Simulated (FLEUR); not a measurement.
Band structure of LaCo5 (P6/mmm, 6 atoms in the cell).

```
CELL_PARAMETERS angstrom
      5.02268     0.00000     0.00000
     -2.51134     4.34977     0.00000
      0.00000     0.00000     3.96039
ATOMIC_POSITIONS crystal
  La 0.00000 0.00000 0.00000
  Co 0.33333 0.66667 0.00000
  Co 0.66667 0.33333 0.00000
  Co 0.50000 0.00000 0.50000
  Co 0.50000 0.50000 0.50000
  Co 0.00000 0.50000 0.50000
```
Moments meant for the start (each program seeds them in its own way; μB, in the order of the atoms La Co Co Co Co Co): 0.0 3.0 3.0 3.0 3.0 3.0.

Level of theory: LDA (Perdew-Zunger), all-electron FLAPW (FLEUR), scalar-relativistic valence run with FLEUR.

Settings: Kmax = 3.8 1/bohr; GmaxXC = 11.4 1/bohr; xcFunctional = pz; jspins = 2; l_soc = F; mode = hist; fermiSmearingEnergy = 0.00183747 Htr; mesh (inpgen div1-3) = 5 5 6; inpgen gamma flag = true; Gmax = 11.4 1/bohr; numbands = 0; maxIterBroyd = 40; imix = Anderson; alpha = 0.05.

The starting cell comes from a database of computed structures (which also holds hypothetical and non-ambient phases and stackings), without a prior relaxation at this level. Values depend on the basis (sphere radii, cutoffs, local orbitals), which need not be converged.

Levels in eV from the Fermi level, bands 43 to 50 of the first spin channel:
| point | 43 | 44 | 45 | 46 | 47 | 48 | 49 | 50 |
|---|---|---|---|---|---|---|---|---|
| Γ | -0.24 | -0.19 | -0.19 | 0.44 | 1.24 | 1.24 | 1.61 | 2.09 |
| M | -1.18 | -1.09 | -1.05 | -0.19 | 0.21 | 1.82 | 2.16 | 2.72 |
| K | -1.28 | -0.90 | -0.90 | -0.60 | -0.19 | 1.62 | 2.79 | 2.79 |
| A | -0.83 | -0.25 | -0.25 | -0.24 | -0.11 | -0.11 | 0.80 | 0.80 |
| L | -0.91 | -0.83 | -0.51 | -0.27 | -0.04 | 0.25 | 1.85 | 2.32 |
| H | -1.15 | -0.98 | -0.59 | -0.59 | 0.59 | 0.59 | 0.95 | 2.29 |
